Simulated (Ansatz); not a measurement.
The starting structures come from a database of crystals and need not be the phases stable at ambient conditions.

 Where the default PAW files enter, the runs use the earlier of Ansatz's two default sets.

Tunnelling through a barrier is set by its complex band structure: the current falls as exp(−2κd) with the smallest κ.

Data:

```xyz
18
Lattice="5.4196 0.0000 0.0000 -0.8100 5.3588 0.0000 2.1859 2.5412 6.9985" Properties=species:S:1:pos:R:3 pbc="T T T"
Zn     2.7098     0.0000     0.0000
Zn     0.6880     3.9500     3.4993
H      4.9914     5.1521     1.4283
H      1.8042     2.7478     5.5702
H      1.3543     0.9240     2.0709
H      5.4412     6.9760     4.9276
Se     3.4003     5.0532     5.2489
Se     3.3953     2.8467     1.7496
O      2.2436     5.1666     4.0530
O      4.5520     2.7334     2.9455
O      3.1153     6.1800     6.4448
O      3.6802     1.7200     0.5537
O      3.3376     3.5038     5.9140
O      3.4580     4.3961     1.0845
O      4.9229     5.3468     4.5838
O      1.8727     2.5531     2.4148
O      6.2912     2.5665     5.2489
O      0.5044     5.3335     1.7496
```

Space group of this cell: C2/c. The cell is taken as given; by r2SCAN its mean pressure is -6.8 GPa.

Transport runs along the normal of the first two printed cell vectors.

No gap correction and no spin-orbit coupling; mid-gap values are interpolated between computed energies.

Predict the band gap and the smallest decay constant κ at mid-gap from r2SCAN (Ansatz, an electronic-structure program).

Gap 3.31 eV on a 6×6×6 mesh; κ = 0.363 1/Å, at the zone centre.
